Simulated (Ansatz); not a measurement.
```
CELL_PARAMETERS angstrom
      0.00000     2.75367     2.75367
      2.75367     0.00000     2.75367
      2.75367     2.75367     0.00000
ATOMIC_POSITIONS crystal
  P  0.25000 0.25000 0.25000
  Al 0.00000 0.00000 0.00000
```

No spin polarisation.

0.0292 holes added to each cell, a density of 7.0×10^20 cm⁻³, with a uniform compensating background at fixed cell and a 300 K Fermi–Dirac width.

Level of theory: Kohn–Sham DFT with the PBE functional, run in Ansatz (a program for electronic structure) with PAW and 420 eV plane waves, spin-orbit coupling left out, earlier PAW set. Γ-centred 24×24×24 mesh, Fermi–Dirac width 0.0259 eV.

Q: What is the computed gap between the host's bands?

A: 1.66 eV.

Q: Estimate the Fermi level relative to the doped band's edge (positive inside the band; to 0.05 eV).

A: +0.10 eV.

Carriers are added with a uniform compensating background; total energy and stress of such cells depend on the potential's zero and are not compared; many-body gap narrowing is missing at this level. Stability against distortions was not tested. The cell was made from AlP in the zinc blende structure (space group F-43m, No. 216) by this change: holes 7.0×10^20 cm⁻³.
